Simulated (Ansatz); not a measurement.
# AlN, thickness series

Base system: AlN in the zinc blende structure (space group F-43m, No. 216; a = 4.370 Å). Axes: x, y, z lie along the cube axes.

Free-standing slabs (2 atom(s) a layer) normal to [110] with 15 Å of vacuum; in-plane cell held at bulk.

Calculations: Ansatz (a program for electronic structure), r2SCAN, PAW, cutoff 500 eV, no spin-orbit coupling, earlier PAW set.

Notes on the quantities. excess energy per area of both faces: slab less bulk energy over the cell's area: twice a surface energy.

| case | excess energy per area of both faces | band gap | gap character |
|---|---|---|---|
| base | – | 3.93 eV | – |
| 1 layer | – | 1.64 eV | indirect, U → Γ |
| 2 layers | 4.05 J/m² | 3.38 eV | indirect, k = (0.182, 3/8, 0) in the run's primitive reciprocal basis → Γ |
| 3 layers | 5.22 J/m² | 2.08 eV | indirect, X → Γ |
| 4 layers | ___ | ___ | ___ |
| 5 layers | 5.05 J/m² | 2.84 eV | indirect, U → Γ |
| 6 layers | 5.04 J/m² | 3.15 eV | indirect, U → Γ |
| 7 layers | 5.04 J/m² | 3.11 eV | indirect, U → Γ |

Q: What belongs in the blanks?

A: 
- 4 layers, excess energy per area of both faces: 4.99 J/m²
- 4 layers, band gap: 3.01 eV
- 4 layers, gap character: indirect, k = (0.364, -1/2, 0) in the run's primitive reciprocal basis → Γ

The excess energy carries the mismatch between the slab's and the bulk's meshes. Stability against distortions was not tested. This is not the structure that AlN has at room temperature and ambient pressure. Labels are those of the standard path for the cell's own space group.
